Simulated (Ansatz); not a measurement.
Phonon-limited electron mobility of C (Fd-3m) in cm²/(V·s), LDA, finite-displacement electron-phonon coupling, linearised Boltzmann equation (Ansatz, an electronic-structure program). Condition of this run: hydrostatic pressure 50 GPa (the target of the relaxation). Geometry: relaxed with this functional, without spin-orbit coupling.

| Condition | μ |
|---|---|
| 200 K | 3300 |
| 250 K | 2300 |
| 300 K | 1650 |
| 350 K | 1230 |
| 400 K | 933 |
| 500 K | ___ |
| 600 K | ___ |

Q: Complete the blanks.

A: 
- 500 K, μ: 564
- 600 K, μ: 363

Q: What exponent p of μ ∝ T^−p fits 200 to 400 K (along x)?

A: p ≈ 1.8; acoustic deformation-potential scattering alone gives 1.5.

Scattering by harmonic phonons alone: no impurities, screening or carrier-carrier scattering, bands fixed at 0 K. From a coarser fine mesh the values given move by up to 7 %. The mesh was bound by memory.
